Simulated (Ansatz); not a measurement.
The starting structures come from a database of crystals and need not be the phases stable at ambient conditions.

 Where the default PAW files enter, the runs use the earlier of Ansatz's two default sets.

By LDA, the system below comes out a metal.

Without scattering a metal conducts by its projected Fermi surface.

Given:

```xyz
1
Lattice="2.9056 0.0000 0.0000 0.0000 2.9056 0.0000 1.4528 -1.4528 2.0546" Properties=species:S:1:pos:R:3 pbc="T T T"
Ti     0.0000     0.0000     0.0000
```

Space group of this cell: Fm-3m, fcc (Cu type). The cell is taken as given; by LDA its mean pressure is -8.5 GPa.

The current flows along the normal of the first two printed cell vectors, the (001) plane of the conventional cell. No spin-orbit coupling; the value is a mean over 0.1 eV about the Fermi level.

Problem. Give the ballistic conductance per area that LDA (Ansatz, an electronic-structure program) yields.

Solution. 1.3 × 10¹⁵ S/m² for both spins.
